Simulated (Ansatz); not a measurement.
Ansatz (a quantum-chemistry and plane-wave program) run on Mg (P6_3/mmc, 2 atoms in the cell): zone-centre phonon calculation.

Method of the run: PBE, PAW files (plane waves; Ansatz).

```
CELL_PARAMETERS angstrom
      3.21167     0.00000     0.00000
     -1.60583     2.78139     0.00000
      0.00000     0.00000     5.20547
ATOMIC_POSITIONS crystal
  Mg 0.33333 0.66667 0.25000
  Mg 0.66667 0.33333 0.75000
```

Reference input (self-consistent single point, DFT, PBE, plane waves, PAW files): kpoints.mp_grid.grid = 12 12 7; hamiltonian.xc = pbe; hamiltonian.pseudopotentials = {kind: paw} (the program's default PAW files); scf.occupations.method = gaussian; scf.occupations.width = 0.1 eV. This run's input differs from it in these lines:

```diff
@@ -16,6 +16,4 @@
   occupations: { method: gaussian, width: 0.1 }
-output:
-  forces: true
-  eigenvalues: true
-  stress: true
+phonons:
+  method: dfpt
```

Output, abridged:

```
SCF iter   1: F=—  HF=-3847.616583 eV  |F-HF|=—  |Δ(HF+E_count)|=         —  Δρ=1.32e-2  dr2=1.10e-1  ethr=3.10e-3  ⟨swp⟩=5.1  Hψ=12412  notcnv=0
all-band conjugate gradients solve this SCF's bands
preconditioner: auto → none
SCF iter   2: F=—  HF=-3847.616453 eV  |F-HF|=—  |Δ(HF+E_count)|=   1.30e-4  Δρ=9.55e-3  dr2=5.84e-2  ethr=5.52e-4  ⟨swp⟩=1.3  Hψ=3895  notcnv=0
SCF iter   3: F=—  HF=-3847.605821 eV  |F-HF|=—  |Δ(HF+E_count)|=   1.06e-2  Δρ=1.75e-3  dr2=1.42e-3  ethr=2.92e-4  ⟨swp⟩=2.0  Hψ=3064  notcnv=0
SCF iter   4: F=—  HF=-3847.605750 eV  |F-HF|=—  |Δ(HF+E_count)|=   7.12e-5  Δρ=1.24e-4  dr2=5.49e-6  ethr=7.12e-6  ⟨swp⟩=2.0  Hψ=4122  notcnv=0
SCF iter   5: F=—  HF=-3847.605746 eV  |F-HF|=—  |Δ(HF+E_count)|=   3.70e-6  Δρ=1.52e-5  dr2=3.36e-8  ethr=2.75e-8  ⟨swp⟩=2.0  Hψ=4143  notcnv=0
SCF iter   6: F=—  HF=-3847.605748 eV  |F-HF|=—  |Δ(HF+E_count)|=   2.33e-6  Δρ=2.50e-6  dr2=1.07e-9  ethr=1.68e-10  ⟨swp⟩=2.0  Hψ=4131  notcnv=0
SCF iter   7: F=-3847.605748 eV  HF=-3847.605748 eV  |F-HF|=1.36e-12  |Δ(HF+E_count)|=   2.34e-9  Δρ=5.50e-8  dr2=3.16e-13  ethr=1.00e-12  ⟨swp⟩=4.2  Hψ=11186  notcnv=0
SCF 1 converged in 7 iterations: F = -3847.605748 eV  dr2 = 3.16e-13
DFPT response loops at Γ: preconditioner auto → Kerker (q_TF=auto, 2.370 Å⁻¹) (partly filled bands, converged f_vac=0.000) …
Free energy (F): -3847.605748 eV
Internal energy: -3847.601050 eV  (E = F + TS)
E sigma→0 (E₀):  -3847.603399 eV
Entropy (-TS):   -0.004699 eV (-2.349 meV/atom)
Fermi energy:    5.447575 eV
--- Phonons (Γ-DFPT): 2 representative perturbations + reference, on 172 of 1008 k-points (Σ response iterations 6) ---
  k mesh reduced under 4 symmetry operations, with k and −k counted as one. Each operation leaves every solved displacement unchanged or reverses it
  ASR residual: 2.225e-5 → 0.000e0 eV/Å²; symmetrization residual: 2.255e-13 eV/Å²
  ASR residual per site (eV/Å²): 2.23e-5 2.23e-5
  Γ frequencies (cm⁻¹): 0.00 0.00 0.00 123.60 123.60 238.87
  non-analytic LO–TO correction: not included (Born effective charges unavailable; polar crystals: no LO–TO splitting at Γ)
```

The run converged in 7 iterations. 

Summary of the result:
| Property | Result |
|---|---|
| Free energy E − TS (on the zero of these files) | -3847.6057 eV |
| Fermi level (on the code's own zero) | 5.45 eV |
| Zone-centre frequencies (cm⁻¹; negative means imaginary) | 0, 0, 0, 124, 124, 239 |

The starting cell comes from a database of computed structures (which also holds hypothetical and non-ambient phases and stackings), without a prior relaxation at this level. Its lattice was rescaled by a random factor within 2.5 % of one.

Keys are those of Ansatz 0.2.
